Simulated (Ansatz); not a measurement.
Functionals compared on a constructed model of the (111) surface of fcc Ag, a pseudomorphic layer of Si in the host's stacking (bottom of the slab: a bare face, its two planes held), in Ansatz (plane waves, PAW). The structure was relaxed with PBE; the other rows are single points on it. Cutoff 420 eV (500 eV for r2SCAN).

Slab: 7 atoms, 14.1 Å thick at the start with caps and adatoms; k 15x15x1, smearing 0.1 eV, dipole-corrected; 2 atoms held, the rest relaxed; start symmetry kept, larger cells not searched; no spin, no spin-orbit, no U. In PBE it is, or lies within 0.01 eV a 1x1 cell of, the lowest of the 2 structures of its composition computed so far; subsurface sites and larger cells were not tried. These notes are the PBE run's.

| functional | work function of the top face (eV) | rough cost of the single point |
|---|---|---|
| PBE | 4.72 | – |
| RPBE | 4.66 | roughly 17 core-seconds |
| r2SCAN | [?] | roughly 40 core-seconds |

Question: Complete the blanks.

Answer: 
- r2SCAN, work function of the top face (eV): 4.82

Ansatz is a program for electronic structure.
